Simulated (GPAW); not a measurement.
A user runs GPAW on YMg₅ (P-62m, 6 atoms in the cell) and asks whether the run is sound. The aim is a self-consistent single point with DFT PBEsol, plane waves, GPAW PAW datasets PBEsol (made by gpaw-setup).

Cell that was meant: a = 5.6522 Å, b = 5.6522 Å, c = 5.0791 Å, α = 90.00°, β = 90.00°, γ = 120.00°.

Part of the input:

```python

calc = GPAW(mode={'name': 'pw', 'ecut': 800},
            xc='PBEsol',
            occupations={'name': 'fermi-dirac', 'width': 0.05},
            nbands=-10,
            convergence={'density': 1e-05, 'energy': 1e-05},
            symmetry={'symmorphic': False, 'tolerance': 0.0005},
```

Output (repeated stretches shortened):

```
Input parameters:
  convergence: {density: 1e-05,
                energy: 1e-05}
  maxiter: 120
  mode: {ecut: 800,
         name: pw}
   [... lines left out ...]
   5 Mg    -0.000002    3.263327    2.539537    ( 0.0000,  0.0000,  0.0000)

Unit cell:
           periodic     x           y           z      points  spacing
  1. axis:    yes    5.652245    0.000000    0.000000    40     0.1224
  2. axis:    yes   -2.826122    4.894988    0.000000    40     0.1224
  3. axis:    yes    0.000000    0.000000    5.079073    35     0.1451

  Lengths:   5.652245   5.652245   5.079073
  Angles:   90.000000  90.000000 119.999994

Effective grid spacing dv^(1/3) = 0.1359
     iter     time        total  log10-change:
                         energy   eigst   dens
iter:   1 --:--:--    -9.758618
iter:   2 --:--:--    -9.789753   -0.45  -1.41
iter:   3 --:--:--    -9.598624   -0.69  -1.43
iter:   4 --:--:--    -9.633087   -1.45  -1.78
iter:   5 --:--:--    -9.606297   -1.75  -1.83
iter:   6 --:--:--    -9.579271   -2.14  -2.10
iter:   7 --:--:--    -9.575388   -3.52  -2.50
iter:   8 --:--:--    -9.572957   -4.18  -2.69
iter:   9 --:--:--    -9.571828   -4.59  -2.94
iter:  10 --:--:--    -9.571343   -4.76  -3.14
iter:  11 --:--:--    -9.571326c  -5.46  -3.45
iter:  12 --:--:--    -9.571325c  -5.56  -3.67
iter:  13 --:--:--    -9.571325c  -6.04  -3.79
iter:  14 --:--:--    -9.571320c  -6.88  -3.91
iter:  15 --:--:--    -9.571320c  -6.68  -3.99
iter:  16 --:--:--    -9.571319c  -7.46c -4.12
iter:  17 --:--:--    -9.571319c  -7.69c -4.18
iter:  18 --:--:--    -9.571317c  -7.74c -4.24
iter:  19 --:--:--    -9.571317c  -8.82c -4.88
iter:  20 --:--:--    -9.571317c  -8.55c -4.95
iter:  21 --:--:--    -9.571317c  -9.38c -5.29c
Converged after 21 iterations.

Dipole moment: (0.000002, 0.000000, 0.000007) |e|*Ang

Energy contributions relative to reference atoms: (reference = -119225.865380)

Kinetic:         -9.925629
Potential:      +22.967439
External:        +0.000000
XC:             -22.179972
Entropy (-ST):   -0.112651
Local:           -0.376830
SIC:             +0.000000
--------------------------
Free energy:     -9.627643
Extrapolated:    -9.571317

 Band  Eigenvalues  Occupancy
   [... 37 lines left out ...]

Fermi level: 4.27853

Gap: 0.727 eV
Transition (v -> c):
  (s=0, k=0, n=29, [0.00, 0.00, 0.00]) -> (s=0, k=0, n=30, [0.00, 0.00, 0.00])
No difference between direct/indirect transitions
Energy (eV): -9.571317

Forces in eV/Ang:
  0 Y     0.00000    0.00000    0.00000
  1 Mg    0.34696   -0.60095    0.00000
  2 Mg   -0.69392   -0.00000    0.00000
  3 Mg    0.34696    0.60095    0.00000
  4 Mg    0.00000    0.00000    0.00000
  5 Mg   -0.00000    0.00000    0.00000

Stress tensor:
    -0.020323     0.000000     0.000000
     0.000000    -0.020323     0.000000
     0.000000     0.000000     0.013128
Stress (GPa, Voigt): [-3.2561 -3.2561  2.1033  0.      0.      0.    ]
```

### Question
Can these results be used? Check the input.

### Answer
The run is not sound. The fault is a single k-point for a small metallic cell. One k-point cannot sample the Fermi surface of a small cell. To fix it, use a converged k-point mesh. The run converged in 21 iterations without an error; against the sound input the free energy rises by 802 meV/atom, the pressure goes from 0.79 to 1.47 GPa and the largest force goes from 0.008 to 0.694 eV/Å.

An input that runs soundly differs in these lines (not the only fix; some lines may just follow from the change or write a value another way):
```diff
+            kpts={'size': (4, 4, 4), 'gamma': True},
```

With that input, the run converged in 19 iterations: free energy E − TS (from the program's reference atoms) -14.4380 eV; Fermi level (on the code's own zero) 4.48 eV; pressure 0.79 GPa; largest force (vector length) 0.008 eV/Å (DFT PBEsol, plane waves, GPAW PAW datasets PBEsol (made by gpaw-setup)).

On the sound input: the starting cell comes from a database of computed structures (which also holds hypothetical and non-ambient phases and stackings), without a prior relaxation at this level. Its lattice was rescaled by a random factor within 2.5 % of one. The log's line on a gap gives a spacing of levels on this mesh, which the program prints for metals too.
